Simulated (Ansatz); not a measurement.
**Ru: response to strain**

Consider Ru in the hcp (Mg type) structure (space group P6_3/mmc, No. 194; a = 2.676 Å, c = 4.224 Å; relaxed with 0.1 eV smearing).

Strains are applied to the cell and any free atomic positions relax.

All numbers come from Ansatz (an electronic-structure program), LDA, PAW, cutoff 420 eV, scalar-relativistic without spin-orbit coupling.

Notes on the quantities. pressure: mean of the normal stresses, compression positive; energy relative to the base: free energy F.

```csv
variant,pressure,energy relative to the base,volume per atom
base,0.0 GPa,0 meV/atom,13.09 Å³
isotropic strain −3.00 %,[?],+136 meV/atom,11.95 Å³
isotropic strain −2.50 %,33.3 GPa,+93 meV/atom,12.14 Å³
isotropic strain −2.00 %,25.6 GPa,+58 meV/atom,12.32 Å³
isotropic strain +0.50 %,-5.3 GPa,+3.3 meV/atom,13.29 Å³
isotropic strain +1.00 %,-10.2 GPa,+13 meV/atom,13.49 Å³
isotropic strain +1.50 %,-14.7 GPa,[?],13.69 Å³
isotropic strain +2.00 %,-18.9 GPa,[?],13.89 Å³
isotropic strain +2.50 %,-22.7 GPa,+77 meV/atom,14.10 Å³
isotropic strain +3.00 %,-26.2 GPa,+108 meV/atom,14.31 Å³
```

Q: Some entries are withheld; estimate them.

A: 
- isotropic strain −3.00 %, pressure: 41.5 GPa
- isotropic strain +1.50 %, energy relative to the base: +29 meV/atom
- isotropic strain +2.00 %, energy relative to the base: +50 meV/atom

No phonon test of stability was made. The final runs are not spin-polarised.
